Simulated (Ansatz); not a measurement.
Start from MgO in the rock salt structure (space group Fm-3m, No. 225; a = 4.214 Å). Axes: x, y, z lie along the cube axes.

The change: uniaxial strain ε_zz = −1.75 %, all other strain components held at zero; the atoms relax in the strained cell.

Levels (all Ansatz, an electronic-structure program, PAW): PBEsol (420 eV, no SOC); r2SCAN (500 eV, without spin-orbit coupling).

The geometry is relaxed with PBEsol.

- PBEsol lowest conduction level above the VBM at special points = Γ 4.78 eV; N 7.84 eV; M 8.84 eV; X 9.03 eV
- PBEsol gap character = direct at Γ
- PBEsol width of the top valence band = 1.89 eV

What does r2SCAN give at this geometry for the lowest conduction level above the VBM at special points, gap character and width of the top valence band?

The lowest conduction level above the VBM at special points goes from Γ 4.78 eV; N 7.84 eV; M 8.84 eV; X 9.03 eV to Γ 5.78 eV; N 8.92 eV; M 9.93 eV; X 10.12 eV; the gap character is still direct at Γ; the width of the top valence band is nearly the same (1.89 eV against 1.87 eV).

Single points use the geometry relaxed with PBEsol. Whether these cells are dynamically stable was not tested. Labels are those of the standard path for the cell's own space group.
